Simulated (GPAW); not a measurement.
GPAW run on Ca (Fm-3m, 1 atom in the cell): self-consistent single point.

Method: PBEsol, GPAW PAW datasets PBEsol (made by gpaw-setup) (plane waves; GPAW).

```yaml
crystal:
  lattice:
    - [0.00000, 2.79837, 2.79837]
    - [2.79837, 0.00000, 2.79837]
    - [2.79837, 2.79837, 0.00000]
  atoms:
    - { symbol: Ca, position: [0.00000, 0.00000, 0.00000] }
```

Reference input (self-consistent single point, DFT PBEsol, plane waves, GPAW PAW datasets PBEsol (made by gpaw-setup)): mode = pw; ecut = 550 eV; xc = PBEsol; kpts = 8 8 8; mesh shift (steps) = 0 0 0; occupations.name = methfessel-paxton; occupations.width = 0.1 eV; occupations.order = 0; nbands = -7; symmetry.symmorphic = false; symmetry.tolerance = 0.0005; maxiter = 100. This run's input differs from it in these lines:

```diff
@@ -13,4 +13,4 @@
             xc='PBEsol',
-            kpts={'size': (8, 8, 8), 'gamma': True},
-            occupations={'name': 'methfessel-paxton', 'width': 0.1, 'order': 0},
+            kpts=(11, 11, 11),
+            occupations={'name': 'methfessel-paxton', 'width': 0.02, 'order': 0},
             nbands=-7,
```

Output, abridged:

```
     iter     time        total  log10-change:
                         energy   eigst   dens
iter:   1 --:--:--    -2.087792
iter:   2 --:--:--    -2.217642   -0.98  -1.63
iter:   3 --:--:--    -2.226285   -1.79  -1.65
iter:   4 --:--:--    -2.227142   -2.39  -1.68
iter:   5 --:--:--    -2.225466c  -3.77  -2.34
iter:   6 --:--:--    -2.222645c  -3.60  -2.38
iter:   7 --:--:--    -2.222555c  -5.03  -3.12
iter:   8 --:--:--    -2.222554c  -6.34  -3.34
iter:   9 --:--:--    -2.222554c  -6.77  -3.24
iter:  10 --:--:--    -2.222554c  -7.62c -4.23c
Converged after 10 iterations.

Dipole moment: (-0.000000, 0.000000, 0.000000) |e|*Ang

Energy contributions relative to reference atoms: (reference = -18487.552579)

Kinetic:         -0.549995
Potential:       +2.497370
External:        +0.000000
XC:              -3.668993
Entropy (-ST):   -0.000718
Local:           -0.500577
SIC:             +0.000000
--------------------------
Free energy:     -2.222913
Extrapolated:    -2.222554

Showing only first 2 kpts
 Kpt  Band  Eigenvalues  Occupancy
  0     3    -19.90224    2.00000
  0     4     -0.90877    2.00000
  0     5      5.32199    0.00000
  0     6      5.32199    0.00000

  1     3    -19.90578    2.00000
  1     4     -0.72688    2.00000
  1     5      5.14258    0.00000
  1     6      5.39171    0.00000

Fermi level: 3.07514

No gap
No difference between direct/indirect transitions
Energy (eV): -2.222554

Forces in eV/Ang:
  0 Ca    0.00000    0.00000   -0.00000

Stress tensor:
     0.007487     0.000000     0.000000
     0.000000     0.007487     0.000000
     0.000000     0.000000     0.007487
Stress (GPa, Voigt): [1.1995 1.1995 1.1995 0.     0.     0.    ]
```

The run converged in 10 iterations. GPAW prints stress with tension positive. Against the reference run the free energy rises by 3.4 meV/atom and the pressure stays at -1.20 GPa.

The starting cell has typed, rounded lattice constants, without a prior relaxation at this level. Its lattice was rescaled by up to half a per cent.
